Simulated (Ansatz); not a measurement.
**TiTe2 under a change: pressure 7.5 GPa**

Base system: TiTe₂ in the CdI2 type structure (space group P-3m1, No. 164; a = 3.697 Å, c = 6.384 Å; layered, stacked along the Cartesian z axis).

One thing is altered: a hydrostatic pressure of 7.5 GPa.

All numbers come from DFT with PBE-D3(BJ), PAW potentials and a 420 eV plane-wave cutoff in Ansatz (a quantum-chemistry and plane-wave program), no spin-orbit coupling. k-mesh 15×15×8 (Γ-centred); smearing 0.05 eV (Fermi–Dirac).

| quantity | base | changed | shift |
|---|---|---|---|
| volume per atom | 25.19 Å³ | 22.26 Å³ | -2.93 Å³ |
| density | 6.66 g/cm³ | 7.53 g/cm³ | +0.876 g/cm³ |
| lattice parameter a | 3.697 Å | 3.553 Å | -0.144 Å |
| c/a ratio | 1.727 | 1.720 | -0.007 |
| shortest interatomic distance | 2.748 Å | 2.690 Å | -0.0585 Å |
| enthalpy H = E + PV relative to the base's energy | – | +1.10 eV/atom | – |
| band gap | zero | zero | – |

Final structure:

```
TiTe2
1.0
    3.55301     0.00000     0.00000
   -1.77650     3.07699     0.00000
    0.00000     0.00000     6.10956
Ti Te
1 2
Direct
  0.00000   0.00000   0.00000
  0.33333   0.66667   0.28472
  0.66667   0.33333   0.71528
```

Cost of the whole job for the changed cell (relaxation, final SCF and bands): very roughly 70 core-seconds.

Load acts through the strain it causes; cell and atoms are relaxed under it. Stability against distortions was not tested. No other phases were tried under pressure. All final runs are without spin polarisation.
